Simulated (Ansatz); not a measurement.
Sr2C (model structure, started from the fluorite type, Fm-3m, No. 225, 3 atoms in the cell) was calculated with r²SCAN in Ansatz (plane waves, PAW).

Settings: plane-wave cutoff 560 eV, 14×14×14 k mesh, Fermi–Dirac smearing 0.05 eV, scalar-relativistic PAW data made under PBE.

Cell (relaxed with PBEsol):

```xyz
3
Lattice="0.0000 3.3092 3.3092 3.3092 0.0000 3.3092 3.3092 3.3092 0.0000" Properties=species:S:1:pos:R:3 pbc="T T T"
C      0.0000     0.0000     0.0000
Sr     1.6546     1.6546     1.6546
Sr     4.9638     4.9638     4.9638
```

**Question.** Predict the band gap and direct gap at Γ.

**Answer.** 
band gap: 0.04 eV (under three smearing widths, so not firm)
direct gap at Γ: 1.85 eV

Note: the relaxation could raise the start's symmetry but not lower it, so the cell can be a saddle point; cell and atoms aren't relaxed at this level (pressure 1.9 GPa).

Spin–orbit coupling is not included; it can close the smallest gap of 0.04 eV.

Computed values are for the static lattice.

Cost on a shared machine: roughly 14 core-seconds.

A model structure was made by putting elements into a prototype or built by hand; it is no filed structure, need not be a known phase, and can be a saddle point held by its symmetry.

Ansatz is a program for electronic structure.
